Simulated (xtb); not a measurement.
xtb 6.7.1, GFN2-xTB: CSc1cc(C)c(-c2ccc(-c3cc(C)c(C=O)s3)[se]2)s1, 35 atoms. The geometry is a generated start, not checked to be a minimum at this level.

- method: GFN2-xTB
- --acc: 1 (default)
- --etemp (K): 300 (default)
- detailed input (--input): none: ANC optimiser, Lindh (1995) Hessian, microcycle=20, maxdispl=1.0, hlow=0.01 (default)
- basis functions: 122
- valence electrons: 108

The structure is relaxed from this start with --opt LEVEL for the levels crude, sloppy, loose, lax, normal, tight, vtight, extreme, once each. Up to the end of the extreme run atoms move by at most 1.0 Å along an axis.

Task: Which level is enough to come within 1 meV of the tightest end point?

Result: normal: 34 cycles against 77, ending 0.68 meV above.

| level | cycles | energy above the extreme run (meV) | gradient norm (eV/Å) |
|---|---|---|---|
| crude | 11 | 22 | 0.31 |
| sloppy | 13 | 16 | 0.19 |
| loose | 20 | 6.0 | 0.071 |
| lax | 20 | 6.0 | 0.071 |
| normal | 34 | 0.68 | 0.036 |
| tight | 39 | 0.25 | 0.016 |
| vtight | 61 | 0.016 | 0.0034 |
| extreme | 77 | — | 0.0013 |
